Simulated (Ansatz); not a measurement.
# GaAs under a change: biaxial strain −1.50 %, plane normal [001], relaxed out of plane

Take GaAs in the zinc blende structure (space group F-43m, No. 216; a = 5.667 Å) as the base. Axes: x, y, z lie along the cube axes.

Perturbation: biaxial strain −1.50 %, plane normal [001], relaxed out of plane (Cartesian); in-plane vectors clamped, the third vector and the atoms free.

Computed with DFT with r2SCAN, PAW potentials and a 500 eV plane-wave cutoff in Ansatz (an electronic-structure program), scalar-relativistic without spin-orbit coupling. Settings: 10×10×10 k-points, 0.05 eV Fermi–Dirac smearing.

| quantity | base | changed | shift |
|---|---|---|---|
| volume per atom | 22.75 Å³ | 22.35 Å³ | -0.40 Å³ |
| space group | F-43m (No. 216) | I-4m2 (No. 119) | – |
| shortest interatomic distance | 245.4 pm | 244.0 pm | -1.4 pm |
| energy relative to the base (free energy F) | 0 meV/atom | +4.1 meV/atom | +4.1 meV/atom |
| pressure (mean of the normal stresses, compression positive) | 0.00 GPa | 1.32 GPa | +1.32 GPa |
| band gap | 0.96 eV | 1.04 eV | +0.08 eV |
| gap character | direct at Γ | direct at Γ | – |
| electron mass | 0.051 mₑ (at Γ) | 0.060 mₑ out of plane, 0.055 mₑ in plane (at Γ) | – |
| valence-band top at Γ (three highest levels, from the VBM) | 0.00, 0.00, 0.00 eV | 0.00, 0.00, -0.18 eV | – |
| valley order (the lowest conduction-band minima on the path, energy above the VBM, named in the base's zone) | Γ 0.96 eV; L along ⟨111⟩ 1.35 eV; a point along ⟨100⟩, about 1.0 Å⁻¹ from Γ 1.72 eV | Γ 1.04 eV; L along [111] 1.34 eV; a point along [010], about 1.0 Å⁻¹ from Γ 1.56 eV; a point along [001], about 1.0 Å⁻¹ from Γ 1.79 eV | – |
| out-of-plane strain | – | +1.27 % | – |
| ratio −ε⊥/ε∥ | – | 0.85 | – |
| mean in-plane stress (compression positive) | – | +2.0 GPa | – |

Final structure (turned so that z lies along the plane normal):

```
GaAs
1.0
    3.94685     0.00000     0.00000
    0.00000     3.94685     0.00000
    1.97343    -1.97343     2.86929
Ga As
1 1
Direct
  0.00000   0.00000   0.00000
  0.75000   0.75000   0.50000
```

Masses are band curvatures over ±0.01 Å⁻¹ around the edge. Whether these cells are dynamically stable was not tested. k-point labels follow each cell's own Brillouin zone.
